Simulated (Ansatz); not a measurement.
# A constructed model of the (0001) surface of hcp Ti, a layer of Re in place of the second plane (bottom of the slab: a bare face, its two planes held)

Calculation: PBE (plane waves to 420 eV, PAW; Ansatz, a first-principles code).

Slab: 6 atoms, 11.5 Å thick at the start; k 15x15x1, smearing 0.1 eV, dipole-corrected; 2 atoms held, the rest relaxed; symmetry of the start imposed; no spin, no spin-orbit, no U. In PBE it is, or lies within 0.01 eV a 1x1 cell of, the lowest of the 2 structures of its composition computed so far; larger cells were not tried.

- work function of the top face: 4.16 eV
- energy released by relaxation: 0.31 eV
- cost: around 2.8 core-minutes (rough)
